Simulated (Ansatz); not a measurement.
Ga3AlAs4 (model structure, P-4m2, No. 115, 8 atoms in the cell): properties by level of theory

| level (code) | equilibrium lattice constant a (Å) | c axis length (Å) | bulk modulus (GPa) | cohesive energy (eV/atom) | band gap (eV) |
|---|---|---|---|---|---|
| LDA (Ansatz) | 3.968 | 11.212 | 74.8 | 4.14 | 0.80 |
| PBEsol (Ansatz) | 4.006 | 11.318 | 70.1 | 3.68 | 0.73 |
| r²SCAN (Ansatz) | 4.011 | 11.333 | 73.4 | 3.44 | 1.28 |

Computed values are for a static lattice. Levels without +SOC have no spin–orbit coupling; where heavier elements are present it shifts gaps, mostly down, and can invert bands.  Each level is taken at its own relaxed cell. Cutoffs differ between the levels. Ansatz's density-functional and Hartree–Fock values are scalar-relativistic unless marked +SOC, with PAW data made under PBE.

Caveats: the bulk modulus is −V dP/dV from two relaxed cells at ±2 % in volume (LDA, PBEsol, r²SCAN). Ansatz's density-functional and Hartree–Fock values are scalar-relativistic unless marked +SOC, with PAW data made under PBE.

Free atoms are spin-polarised, in the lowest state found; at levels without +SOC their spin–orbit coupling is left out.

The computed numbers hold no vibrational or temperature effects.

A model structure was made by putting elements into a prototype or built by hand; it is no filed structure, need not be a known phase, and can be a saddle point held by its symmetry.

Ansatz is a program for electronic structure.
